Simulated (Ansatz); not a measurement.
WRe3 (model structure, started from the A15 type, Pm-3n, No. 223, 8 atoms in the cell), treated with LDA (plane waves, PAW; Ansatz, a quantum-chemistry and plane-wave program).

Settings: plane-wave cutoff 520 eV, 12×12×12 k mesh, Fermi–Dirac smearing 0.05 eV, no spin polarisation, scalar-relativistic PAW data made under PBE.

Cell (relaxed at this level):

```xyz
8
Lattice="4.9159 0.0000 0.0000 0.0000 4.9159 0.0000 0.0000 0.0000 4.9159" Properties=species:S:1:pos:R:3 pbc="T T T"
Re     1.2290     0.0000     2.4580
Re     3.6869     0.0000     2.4580
Re     0.0000     2.4580     1.2290
Re     0.0000     2.4580     3.6869
Re     2.4580     1.2290     0.0000
Re     2.4580     3.6869     0.0000
W      0.0000     0.0000     0.0000
W      2.4580     2.4580     2.4580
```

Give the computed bulk modulus.


- bulk modulus: 375 GPa

Note: the run has no spin polarisation, so it can have missed a magnetic state; the bulk modulus is −V dP/dV from two relaxed cells at ±2 % in volume; the relaxation could raise the start's symmetry but not lower it, so the cell can be a saddle point.

Spin–orbit coupling is not included.

Static lattice: no zero-point or thermal effects.

It cost roughly 2.9 core-minutes of CPU time.

A model structure was made by putting elements into a prototype or built by hand; it is no filed structure, need not be a known phase, and can be a saddle point held by its symmetry.
